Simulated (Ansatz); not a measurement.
Start from Al₂Au (space group Fm-3m, No. 225; relaxed with 0.1 eV smearing).

```
Al2Au
1.0
    0.00000     3.00158     3.00158
    3.00158     0.00000     3.00158
    3.00158     3.00158     0.00000
Al Au
2 1
Direct
  0.25000   0.25000   0.25000
  0.75000   0.75000   0.75000
  0.00000   0.00000   0.00000
```

The values are results of PBEsol (Ansatz, an electronic-structure program), spin-orbit coupling left out, not measurements.

Base values:

The pressure is 0.0 GPa.

It is then changed as follows: every lattice vector is shortened by 3.00 %, atoms relaxed at fixed cell.

Task: What happens to the energy relative to the base?

Result: The energy increases by 59 meV/atom.

Task: Predict the new pressure.

Result: The pressure goes from zero to 13.0 GPa.

The cells carry an imposed strain or load. Whether these cells are dynamically stable was not tested.
